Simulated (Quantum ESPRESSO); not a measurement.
A self-consistent single point of AlCo3C (Pm-3m, 5 atoms in the cell) with Quantum ESPRESSO.

Method of the run: LDA (PW92), PseudoDojo standard norm-conserving (LDA) pseudopotentials (plane waves; Quantum ESPRESSO).

```
CELL_PARAMETERS angstrom
      3.78583     0.00000     0.00000
      0.00000     3.78583     0.00000
      0.00000     0.00000     3.78583
ATOMIC_POSITIONS crystal
  Al 0.00000 0.00000 0.00000
  Co 0.00000 0.50000 0.50000
  Co 0.50000 0.00000 0.50000
  Co 0.50000 0.50000 0.00000
  C  0.50000 0.50000 0.50000
```

Reference input (self-consistent single point, DFT, LDA (PW92), plane waves, PseudoDojo standard norm-conserving (LDA) pseudopotentials): ecutwfc = 100 Ry; occupations = smearing; smearing = marzari-vanderbilt; degauss = 0.0099958 Ry; potentials = {Al: Al.upf, Co: Co.upf, C: C.upf}; K_POINTS = automatic 6 6 6 0 0 0; conv_thr = 1e-10 Ry. This run's input differs from it in these lines:

```diff
@@ -11,3 +11,3 @@
    ntyp = 3,
-   ecutwfc = 100,
+   ecutwfc = 40,
    occupations = 'smearing',
```

The program printed (abridged):

```
     Self-consistent Calculation

     iteration #  1     ecut=    40.00 Ry     beta= 0.70

     total energy              =    -920.42246051 Ry
     estimated scf accuracy    <       5.83872354 Ry

     iteration #  2     ecut=    40.00 Ry     beta= 0.70

     total energy              =    -920.87421996 Ry
     estimated scf accuracy    <      17.26164858 Ry

     iteration #  3     ecut=    40.00 Ry     beta= 0.70

     total energy              =    -923.47417243 Ry
     estimated scf accuracy    <       0.02178327 Ry

   [... 7 blocks of this kind left out ...]

     iteration # 11     ecut=    40.00 Ry     beta= 0.70

     total energy              =    -923.48926238 Ry
     estimated scf accuracy    <          3.9E-10 Ry

     iteration # 12     ecut=    40.00 Ry     beta= 0.70
     End of self-consistent calculation

     the Fermi energy is    14.9463 ev

!    total energy              =    -923.48926238 Ry
     estimated scf accuracy    <          2.4E-11 Ry
     smearing contrib. (-TS)   =       0.00186515 Ry
     internal energy E=F+TS    =    -923.49112753 Ry

     convergence has been achieved in  12 iterations

     Forces acting on atoms (cartesian axes, Ry/au):

     atom    1 type  1   force =     0.00000000    0.00000000    0.00000000
   [... zero for the other atoms too ...]

     Total force =     0.000000     Total SCF correction =     0.000000

          total   stress  (Ry/bohr**3)                   (kbar)     P=   -12577.17
  -0.08549784   0.00000000   0.00000000       -12577.17        0.00        0.00
   0.00000000  -0.08549784   0.00000000            0.00   -12577.17        0.00
   0.00000000   0.00000000  -0.08549784            0.00        0.00   -12577.17

   JOB DONE.
```

The run converged in 12 iterations. Against the reference run the free energy rises by 28.3 eV/atom and the pressure goes from -24.08 to -1258 GPa.

The starting cell comes from a database of computed structures (which also holds hypothetical and non-ambient phases and stackings), without a prior relaxation at this level. Its lattice was rescaled by a random factor within 2.5 % of one. Spin polarisation is off. At the lowered cutoff the pressure carries the error of an incomplete plane-wave basis.
